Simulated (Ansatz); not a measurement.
Base system: CuI in the zinc blende structure (space group F-43m, No. 216).

```
CuI
1.0
    0.00000     3.01140     3.01140
    3.01140     0.00000     3.01140
    3.01140     3.01140     0.00000
Cu I
1 1
Direct
  0.00000   0.00000   0.00000
  0.25000   0.25000   0.25000
```

Cartesian axes are those of the cell as printed.

Calculations: r2SCAN/PAW in Ansatz (a quantum-chemistry and plane-wave program), no spin-orbit coupling.

Perturbation: a pure shear with ε_xy = ε_yx = 0.0114, atoms relaxed at fixed cell.

Predict the stress tensor and what it implies for the stiffness.

Stress of the strained cell less that of the base (GPa, compression positive):
```
   0.00   -0.52    0.00
  -0.52    0.00    0.00
   0.00    0.00    0.00
```

Then −Δσ/γ with γ = 2ε = 0.0228 gives relaxed-ion elastic constants: C66 ≈ 23 GPa.

Whether these cells are dynamically stable was not tested. The final runs are not spin-polarised.
